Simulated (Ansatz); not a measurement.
Functionals compared on the (111) surface of silicon in its 1x1 cell, relaxed from an ideal cut (the real face may reconstruct), outermost plane spacing 0.79 Å in the ideal cut, in Ansatz (plane waves, PAW). The structure was relaxed with PBE; the other rows are single points on it, each with its references at the same level. Cutoff 420 eV (500 eV for r2SCAN).

Set-up: 10 atoms, 13.4 Å thick at the start; mesh 8x8x1; 0.025 eV smearing; dipole correction on; all atoms relaxed; start symmetry kept, larger cells not searched; no spin (no spin-polarised run to compare, though such a face may carry moments), no spin-orbit, no U. The slab shows no gap on its mesh. These notes are the PBE run's.

| functional | surface energy (J/m²) | work function of the top face (eV) | ionisation potential (eV) | rough cost of the single point |
|---|---|---|---|---|
| PBE | 1.57 | 4.60 | 4.84 | – |
| LDA | 1.68 | 4.78 | 4.98 | around 11 core-seconds (rough) |
| PBEsol | 1.63 | 4.64 | 4.83 | about 11 core-seconds (a rough figure) |
| RPBE | 1.50 | 4.53 | 4.79 | around 11 core-seconds (rough) |
| r2SCAN | 1.74 | 4.72 | 5.04 | around 27 core-seconds (rough) |

Ansatz is a first-principles code.
